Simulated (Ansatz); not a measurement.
Consider CdS in the zinc blende structure (space group F-43m, No. 216; a = 5.879 Å).

Computed with r2SCAN (Ansatz, a first-principles code; PAW; 500 eV plane waves; no spin-orbit coupling), earlier PAW set.

One change was made to it. Results:

```tsv
quantity	base	after
electron mass	0.15 mₑ (at Γ)	0.20 mₑ (at Γ)
width of the top valence band	2.16 eV	4.20 eV
shortest interatomic distance	254.6 pm	219.0 pm
```

Which of these changes matches the shifts?
A. pressure 75 GPa
B. pressure 3 GPa
C. pressure −2 GPa

A, pressure 75 GPa. For comparison, the electron mass in the other runs: pressure 3 GPa gives 0.16 mₑ (at Γ); pressure −2 GPa gives 0.15 mₑ (at Γ).

The levels and masses belong to the bands next to the band gap. Load acts through the strain it causes; cell and atoms are relaxed under it. Effective masses come from finite differences of ±0.01 Å⁻¹. No phonon test of stability was made. Tetrahedral semiconductors of this kind turn to denser phases somewhere between about 1 and 50 GPa; those were not computed, so compressed cells here can lie past the real transition.
